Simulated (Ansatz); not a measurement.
```yaml
crystal:
  lattice:
    - [2.53976, 0.00000, 0.00000]
    - [-1.26988, 2.19950, 0.00000]
    - [0.00000, 0.00000, 4.24082]
  atoms:
    - { symbol: B, position: [0.33333, 0.66667, 0.00028] }
    - { symbol: B, position: [0.66667, 0.33333, 0.50028] }
    - { symbol: N, position: [0.33333, 0.66667, 0.37472] }
    - { symbol: N, position: [0.66667, 0.33333, 0.87472] }
```

These are r2SCAN, rigid bands (plane waves, PAW, scalar-relativistic; Ansatz, a quantum-chemistry and plane-wave program) values and carry that method's errors. Condition of this run: uniaxial stress along c of -9 GPa (compression positive) (the target of the relaxation). Cell: cell and atoms relaxed with PBEsol, then loaded as said.

Task: What conductivity effective mass do dilute electrons have at 300 K?

Result: 0.50 (x), 0.50 (y), 0.30 (z) mₑ.

Task: What conductivity effective mass do dilute holes have at 300 K?

Result: 0.80 (x), 0.80 (y), 1.29 (z) mₑ.

Task: And the band gap?

Result: 5.71 eV at this level; semilocal functionals usually fall short of the measured gap.

Rigid bands, one relaxation time for all states, no polarons. Spin-orbit coupling is left out. Geometry: cell and atoms relaxed with PBEsol.
